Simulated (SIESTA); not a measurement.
Band structure of AgAu (R-3m, 2 atoms in the cell).

```
AgAu
1.0
    1.42756     0.82420     4.63319
   -1.42756     0.82420     4.63319
    0.00000    -1.64841     4.63319
Ag Au
1 1
Direct
  0.00000   0.00000   0.00000
  0.50000   0.50000   0.50000
```

Method of the run: GGA PBEsol, numerical atomic orbitals DZP, PseudoDojo PBEsol standard norm-conserving potentials (rewritten from UPF to PSML) in SIESTA 5.4.2.

Settings: XC.functional = GGA; XC.authors = PBEsol; potentials = PseudoDojo PBEsol standard; PAO.BasisSize = DZP; PAO.EnergyShift = 0.005 Ry; MeshCutoff = 300 Ry; kgrid.MonkhorstPack = 9 9 9; OccupationFunction = FD; ElectronicTemperature = 1160.45 K; MaxSCFIterations = 150; SCF.Mixer.Method = Pulay; SCF.Mixer.Weight = 0.2; SCF.Mixer.History = 8; SCF.DM.Tolerance = 1.0E-04.

The starting cell comes from a database of computed structures (which also holds hypothetical and non-ambient phases and stackings), without a prior relaxation at this level. Its lattice was rescaled by a random factor within 2.5 % of one. Spin-orbit coupling is off. Values carry the incompleteness of an atom-centred basis.

Levels in eV from the Fermi level, bands 16 to 21:
```tsv
point	16	17	18	19	20	21
Γ	-3.68	-3.68	-2.51	-2.51	-0.86	3.84
L	-3.71	-3.03	-2.02	0.71	1.21	6.73
B1	-3.78	-2.90	-2.58	3.33	3.68	4.09
B	-3.78	-2.90	-2.58	3.33	3.68	4.09
Z	-4.69	-3.81	-3.81	-3.18	-3.18	12.85
X	-3.64	-2.99	-2.62	3.09	3.52	4.82
Q	-3.64	-2.99	-2.62	3.09	3.52	4.82
F	-2.48	-2.22	-1.98	-0.93	1.21	3.36
P1	-2.71	-2.70	-2.03	-0.02	0.58	3.55
P	-2.71	-2.70	-2.03	-0.02	0.58	3.55
```

Bands cross the Fermi level along this path, so the cell is metallic at this level.

Higher empty bands are left out: an atom-centred basis made for the valence describes them poorly.
